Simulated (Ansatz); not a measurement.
A structure of O2Si (alpha quartz start, 72-atom cell) (held in this type by symmetry, stable or not) off equilibrium:

```yaml
crystal:
  lattice:
    - [10.00000, 0.00000, 0.00000]
    - [-5.00000, 8.66025, 0.00000]
    - [0.00000, 0.00000, 11.00000]
  atoms:
    - { symbol: Si, position: [0.00000, 0.23485, 0.16667] }
    - { symbol: Si, position: [0.00000, 0.23485, 0.66667] }
    - { symbol: Si, position: [0.00000, 0.73485, 0.16667] }
    - { symbol: Si, position: [0.00000, 0.73485, 0.66667] }
    - { symbol: Si, position: [0.50000, 0.23485, 0.16667] }
    - { symbol: Si, position: [0.50000, 0.23485, 0.66667] }
    - { symbol: Si, position: [0.50000, 0.73485, 0.16667] }
    - { symbol: Si, position: [0.50000, 0.73485, 0.66667] }
    - { symbol: Si, position: [0.26515, 0.26515, 0.00000] }
    - { symbol: Si, position: [0.26515, 0.26515, 0.50000] }
    - { symbol: Si, position: [0.26515, 0.76515, 0.00000] }
    - { symbol: Si, position: [0.26515, 0.76515, 0.50000] }
    - { symbol: Si, position: [0.76515, 0.26515, 0.00000] }
    - { symbol: Si, position: [0.76515, 0.26515, 0.50000] }
    - { symbol: Si, position: [0.76515, 0.76515, 0.00000] }
    - { symbol: Si, position: [0.76515, 0.76515, 0.50000] }
    - { symbol: Si, position: [0.23485, 0.00000, 0.33333] }
    - { symbol: Si, position: [0.23485, 0.00000, 0.83333] }
    - { symbol: Si, position: [0.23485, 0.50000, 0.33333] }
    - { symbol: Si, position: [0.23485, 0.50000, 0.83333] }
    - { symbol: Si, position: [0.73485, 0.00000, 0.33333] }
    - { symbol: Si, position: [0.73485, 0.00000, 0.83333] }
    - { symbol: Si, position: [0.73485, 0.50000, 0.33333] }
    - { symbol: Si, position: [0.73485, 0.50000, 0.83333] }
    - { symbol: O, position: [0.13345, 0.20675, 0.10710] }
    - { symbol: O, position: [0.13345, 0.20675, 0.60710] }
    - { symbol: O, position: [0.13345, 0.70675, 0.10710] }
    - { symbol: O, position: [0.13345, 0.70675, 0.60710] }
    - { symbol: O, position: [0.63345, 0.20675, 0.10710] }
    - { symbol: O, position: [0.63345, 0.20675, 0.60710] }
    - { symbol: O, position: [0.63345, 0.70675, 0.10710] }
    - { symbol: O, position: [0.63345, 0.70675, 0.60710] }
    - { symbol: O, position: [0.29325, 0.42670, 0.44043] }
    - { symbol: O, position: [0.29325, 0.42670, 0.94043] }
    - { symbol: O, position: [0.29325, 0.92670, 0.44043] }
    - { symbol: O, position: [0.29325, 0.92670, 0.94043] }
    - { symbol: O, position: [0.79325, 0.42670, 0.44043] }
    - { symbol: O, position: [0.79325, 0.42670, 0.94043] }
    - { symbol: O, position: [0.79325, 0.92670, 0.44043] }
    - { symbol: O, position: [0.79325, 0.92670, 0.94043] }
    - { symbol: O, position: [0.36655, 0.07330, 0.22623] }
    - { symbol: O, position: [0.36655, 0.07330, 0.72623] }
    - { symbol: O, position: [0.36655, 0.57330, 0.22623] }
    - { symbol: O, position: [0.36655, 0.57330, 0.72623] }
    - { symbol: O, position: [0.86655, 0.07330, 0.22623] }
    - { symbol: O, position: [0.86655, 0.07330, 0.72623] }
    - { symbol: O, position: [0.86655, 0.57330, 0.22623] }
    - { symbol: O, position: [0.86655, 0.57330, 0.72623] }
    - { symbol: O, position: [0.42670, 0.29325, 0.05957] }
    - { symbol: O, position: [0.42670, 0.29325, 0.55957] }
    - { symbol: O, position: [0.42670, 0.79325, 0.05957] }
    - { symbol: O, position: [0.42670, 0.79325, 0.55957] }
    - { symbol: O, position: [0.92670, 0.29325, 0.05957] }
    - { symbol: O, position: [0.92670, 0.29325, 0.55957] }
    - { symbol: O, position: [0.92670, 0.79325, 0.05957] }
    - { symbol: O, position: [0.92670, 0.79325, 0.55957] }
    - { symbol: O, position: [0.20675, 0.13345, 0.39290] }
    - { symbol: O, position: [0.20675, 0.13345, 0.89290] }
    - { symbol: O, position: [0.20675, 0.63345, 0.39290] }
    - { symbol: O, position: [0.20675, 0.63345, 0.89290] }
    - { symbol: O, position: [0.70675, 0.13345, 0.39290] }
    - { symbol: O, position: [0.70675, 0.13345, 0.89290] }
    - { symbol: O, position: [0.70675, 0.63345, 0.39290] }
    - { symbol: O, position: [0.70675, 0.63345, 0.89290] }
    - { symbol: O, position: [0.07330, 0.36655, 0.27377] }
    - { symbol: O, position: [0.07330, 0.36655, 0.77377] }
    - { symbol: O, position: [0.07330, 0.86655, 0.27377] }
    - { symbol: O, position: [0.07330, 0.86655, 0.77377] }
    - { symbol: O, position: [0.57330, 0.36655, 0.27377] }
    - { symbol: O, position: [0.57330, 0.36655, 0.77377] }
    - { symbol: O, position: [0.57330, 0.86655, 0.27377] }
    - { symbol: O, position: [0.57330, 0.86655, 0.77377] }
```

Computed with PBE (plane waves to 420 eV, PAW; Ansatz, a program for electronic structure). Scalar-relativistic, without spin–orbit coupling. Its k-point mesh 3×3×2, Fermi–Dirac width 0.01 eV.

Question: What forces act on the atoms (eV/Å, in the order given), and what is the pressure?

Answer: 
| atom | Fx | Fy | Fz |
|---|---|---|---|
| Si1 | -0.082 | 0.142 | 0.000 |
| Si2 | -0.082 | 0.142 | 0.000 |
| Si3 | -0.082 | 0.142 | 0.000 |
| Si4 | -0.082 | 0.142 | 0.000 |
| Si5 | -0.082 | 0.142 | 0.000 |
| Si6 | -0.082 | 0.142 | 0.000 |
| Si7 | -0.082 | 0.142 | 0.000 |
| Si8 | -0.082 | 0.142 | 0.000 |
| Si9 | -0.082 | -0.142 | 0.000 |
| Si10 | -0.082 | -0.142 | 0.000 |
| Si11 | -0.082 | -0.142 | 0.000 |
| Si12 | -0.082 | -0.142 | 0.000 |
| Si13 | -0.082 | -0.142 | 0.000 |
| Si14 | -0.082 | -0.142 | 0.000 |
| Si15 | -0.082 | -0.142 | 0.000 |
| Si16 | -0.082 | -0.142 | 0.000 |
| Si17 | 0.164 | 0.000 | 0.000 |
| Si18 | 0.164 | 0.000 | 0.000 |
| Si19 | 0.164 | 0.000 | 0.000 |
| Si20 | 0.164 | 0.000 | 0.000 |
| Si21 | 0.164 | 0.000 | 0.000 |
| Si22 | 0.164 | 0.000 | 0.000 |
| Si23 | 0.164 | 0.000 | 0.000 |
| Si24 | 0.164 | 0.000 | 0.000 |
| O25 | -0.018 | 0.110 | -0.156 |
| O26 | -0.018 | 0.110 | -0.156 |
| O27 | -0.018 | 0.110 | -0.156 |
| O28 | -0.018 | 0.110 | -0.156 |
| O29 | -0.018 | 0.110 | -0.156 |
| O30 | -0.018 | 0.110 | -0.156 |
| O31 | -0.018 | 0.110 | -0.156 |
| O32 | -0.018 | 0.110 | -0.156 |
| O33 | -0.086 | -0.071 | -0.156 |
| O34 | -0.086 | -0.071 | -0.156 |
| O35 | -0.086 | -0.071 | -0.156 |
| O36 | -0.086 | -0.071 | -0.156 |
| O37 | -0.086 | -0.071 | -0.156 |
| O38 | -0.086 | -0.071 | -0.156 |
| O39 | -0.086 | -0.071 | -0.156 |
| O40 | -0.086 | -0.071 | -0.156 |
| O41 | -0.086 | 0.071 | 0.156 |
| O42 | -0.086 | 0.071 | 0.156 |
| O43 | -0.086 | 0.071 | 0.156 |
| O44 | -0.086 | 0.071 | 0.156 |
| O45 | -0.086 | 0.071 | 0.156 |
| O46 | -0.086 | 0.071 | 0.156 |
| O47 | -0.086 | 0.071 | 0.156 |
| O48 | -0.086 | 0.071 | 0.156 |
| O49 | -0.018 | -0.110 | 0.156 |
| O50 | -0.018 | -0.110 | 0.156 |
| O51 | -0.018 | -0.110 | 0.156 |
| O52 | -0.018 | -0.110 | 0.156 |
| O53 | -0.018 | -0.110 | 0.156 |
| O54 | -0.018 | -0.110 | 0.156 |
| O55 | -0.018 | -0.110 | 0.156 |
| O56 | -0.018 | -0.110 | 0.156 |
| O57 | 0.105 | 0.039 | 0.156 |
| O58 | 0.105 | 0.039 | 0.156 |
| O59 | 0.105 | 0.039 | 0.156 |
| O60 | 0.105 | 0.039 | 0.156 |
| O61 | 0.105 | 0.039 | 0.156 |
| O62 | 0.105 | 0.039 | 0.156 |
| O63 | 0.105 | 0.039 | 0.156 |
| O64 | 0.105 | 0.039 | 0.156 |
| O65 | 0.105 | -0.039 | -0.156 |
| O66 | 0.105 | -0.039 | -0.156 |
| O67 | 0.105 | -0.039 | -0.156 |
| O68 | 0.105 | -0.039 | -0.156 |
| O69 | 0.105 | -0.039 | -0.156 |
| O70 | 0.105 | -0.039 | -0.156 |
| O71 | 0.105 | -0.039 | -0.156 |
| O72 | 0.105 | -0.039 | -0.156 |

Pressure: -2.48 GPa.
